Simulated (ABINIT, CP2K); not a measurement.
A CP2K input for a self-consistent single point of CaC₂ (I4/mmm, 3 atoms in the cell) (DFT PBEsol, GPW, DZVP-MOLOPT-SR-GTH basis, GTH-PBE potentials (GTH_POTENTIALS)):

```
&GLOBAL
  PROJECT bulk
  RUN_TYPE ENERGY_FORCE
  PRINT_LEVEL LOW
&END GLOBAL
&FORCE_EVAL
  METHOD Quickstep
  STRESS_TENSOR ANALYTICAL
  &DFT
    BASIS_SET_FILE_NAME BASIS_MOLOPT
    POTENTIAL_FILE_NAME GTH_POTENTIALS
    &QS
      METHOD GPW
      EPS_DEFAULT 1E-10
    &END QS
    &MGRID
      CUTOFF 500
      REL_CUTOFF 50
      NGRIDS 5
    &END MGRID
    &SCF
      SCF_GUESS ATOMIC
      EPS_SCF 1E-6
      MAX_SCF 100
      ADDED_MOS 4
      &DIAGONALIZATION
        ALGORITHM STANDARD
      &END DIAGONALIZATION
      &MIXING
        METHOD BROYDEN_MIXING
        ALPHA 0.4
        NBUFFER 12
      &END MIXING
    &END SCF
    &KPOINTS
      SCHEME MONKHORST-PACK 12 12 12
      GAMMA_CENTERED T
    &END KPOINTS
    &XC
      &XC_FUNCTIONAL
        &PBE
          PARAMETRIZATION PBESOL
        &END PBE
      &END XC_FUNCTIONAL
    &END XC
    &PRINT
      &MO
        EIGENVALUES T
        OCCUPATION_NUMBERS T
        NDIGITS 8
        FILENAME mo
        &EACH
          QS_SCF 0
        &END EACH
        ADD_LAST NUMERIC
      &END MO
      &MULLIKEN OFF
      &END MULLIKEN
    &END PRINT
  &END DFT
  &SUBSYS
    &CELL
      A 4.21147700 0.00000000 0.00000000
      B 0.65783900 4.15978200 0.00000000
      C -2.43465800 -2.07989100 2.73551300
      PERIODIC XYZ
    &END CELL
    &COORD
      SCALED
      Ca       0.00000000     0.00000000     0.00000000
      C        0.59789000     0.59789000     0.00000000
      C        0.40211000     0.40211000     0.00000000
    &END COORD
    &KIND Ca
      BASIS_SET DZVP-MOLOPT-SR-GTH-q10
      POTENTIAL GTH-PBE-q10
    &END KIND
    &KIND C
      BASIS_SET DZVP-MOLOPT-SR-GTH-q4
      POTENTIAL GTH-PBE-q4
    &END KIND
  &END SUBSYS
  &PRINT
    &FORCES ON
    &END FORCES
    &STRESS_TENSOR ON
    &END STRESS_TENSOR
  &END PRINT
&END FORCE_EVAL
```

Problem. Give the ABINIT input for the same structure, mesh, smearing and functional.

Solution. One input that does it (others would too):

```
# CaC2, JTH v2.0 PBE PAW
pp_dirpath "./"
pseudos "Ca.GGA_PBE-JTH.xml, C.GGA_PBE-JTH.xml"
acell 3*1.0
rprim
        -3.6552972429    3.6552972429    6.0511109209
         3.6552972429   -3.6552972429    6.0511109209
         3.6552972429    3.6552972429   -6.0511109209
natom 3
ntypat 2
znucl 20 6
typat 1 2 2
xred
         0.0000000000    0.0000000000    0.0000000000
         0.5978900000    0.5978900000    0.0000000000
         0.4021100000    0.4021100000    0.0000000000
ecut 21
pawecutdg 42
pawovlp -1
pawxcdev 0
ixc -116133
occopt 1
nband 12
kptopt 1
ngkpt 12 12 12
nshiftk 1
shiftk 0 0 0
nstep 60
toldfe 1.0e-09
diemac 4
prtwf 0
prtden 0
enunit 1
```

Basis settings and potentials, where a program has them, do not carry over. This input uses DFT, PBEsol, plane waves, PAW (JTH v2.0 PBE PAW, files made for PBE).

The starting cell comes from a database of computed structures (which also holds hypothetical and non-ambient phases and stackings), without a prior relaxation at this level.
